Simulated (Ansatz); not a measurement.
Ansatz (an electronic-structure program) run on MoW (Cmm2, 2 atoms in the cell): self-consistent single point.

Computed with PBEsol, harder PAW files (source: ansatz) made with PBE (plane waves; Ansatz).

```xyz
2
Lattice="1.5714 -2.2231 0.0000 1.5714 2.2231 0.0000 0.0000 0.0000 4.4642" Properties=species:S:1:pos:R:3 pbc="T T T"
Mo     0.0000     0.0000     0.0500
W      1.5714     0.0000     2.2321
```

Reference input (self-consistent single point, DFT, PBEsol, plane waves, default PAW files made with PBE): basis.ecutwfc = 420 eV; kpoints.mp_grid.grid = 11 11 7; hamiltonian.xc = pbesol; hamiltonian.pseudopotentials = {kind: paw} (the program's default PAW files); scf.occupations.method = fermi_dirac; scf.occupations.width = 0.1 eV. This run's input differs from it in these lines:

Ansatz 0.2 input:
```diff
@@ -9,3 +9,3 @@
 basis:
-  ecutwfc: 420.0
+  ecutwfc: 1140.0
 kpoints:
@@ -17,2 +17,3 @@
     kind: paw
+    source: ansatz
 scf:
```

Output (repeated stretches shortened):

```
SCF iter   1: F=—  HF=-22651.569776 eV  |F-HF|=—  |Δ(HF+E_count)|=         —  Δρ=9.31e-2  dr2=2.67e0  ethr=3.10e-3  ⟨swp⟩=6.0  Hψ=17959  notcnv=0
all-band conjugate gradients solve this SCF's bands
preconditioner: auto → Kerker (q_TF=auto, 2.867 Å⁻¹)
SCF iter   2: F=—  HF=-22650.880472 eV  |F-HF|=—  |Δ(HF+E_count)|=   6.89e-1  Δρ=5.06e-2  dr2=6.86e-1  ethr=3.10e-3  ⟨swp⟩=2.7  Hψ=7030  notcnv=0  defer=3
   [... lines left out ...]
SCF iter   5: F=—  HF=-22650.632192 eV  |F-HF|=—  |Δ(HF+E_count)|=   7.56e-3  Δρ=1.26e-3  dr2=3.00e-4  ethr=1.63e-5  ⟨swp⟩=2.0  Hψ=6837  notcnv=0  defer=3
SCF iter   6: F=—  HF=-22650.632208 eV  |F-HF|=—  |Δ(HF+E_count)|=   1.65e-5  Δρ=3.61e-4  dr2=9.63e-5  ethr=7.15e-7  ⟨swp⟩=2.0  Hψ=4614  notcnv=0  defer=3
SCF iter   7: F=—  HF=-22650.632201 eV  |F-HF|=—  |Δ(HF+E_count)|=   7.34e-6  Δρ=5.95e-5  dr2=2.55e-6  ethr=2.29e-7  ⟨swp⟩=1.8  Hψ=3980  notcnv=0  defer=3
SCF iter   8: F=-22650.632201 eV  HF=-22650.632201 eV  |F-HF|=3.76e-8  |Δ(HF+E_count)|=   4.03e-7  Δρ=1.05e-5  dr2=5.29e-8  ethr=2.38e-10  ⟨swp⟩=6.4  Hψ=21579  notcnv=0
SCF 1 converged in 8 iterations: F = -22650.632201 eV  dr2 = 5.29e-8
Free energy (F): -22650.632201 eV
Internal energy: -22650.588259 eV  (E = F + TS)
E sigma→0 (E₀):  -22650.610230 eV
Entropy (-TS):   -0.043942 eV (-21.971 meV/atom)
Fermi energy:    24.499387 eV
--- Forces (eV/Å), atoms counted from 1 ---
  atom   1  Mo     0.00000000     0.00000000    -0.70950939
  atom   2  W      0.00000000     0.00000000     0.70952787
--- Stress (GPa, compression-positive) ---
       -0.586485       0.000000       0.000000
        0.000000       0.071762       0.000000
        0.000000       0.000000      -1.613811
  P = ⅓ Tr σ = -0.7095 GPa (-7.095 kbar)
  The stress holds the Pulay correction. Without it, at fixed plane waves, as pw.x and ABINIT print it: P = -0.7193 GPa
```

The run converged in 8 iterations. Against the reference run the pressure hardly changes (-0.79 to -0.71 GPa) and the largest force moves little (0.709 to 0.710 eV/Å).

The starting cell comes from a database of computed structures (which also holds hypothetical and non-ambient phases and stackings), without a prior relaxation at this level. Its lattice was rescaled by up to half a per cent. One atom was moved a little off its site on purpose. Spin polarisation is off. Ansatz's pressure includes its estimate of the finite-basis (Pulay) stress.

Cost on one core of a shared machine: roughly 50 s.
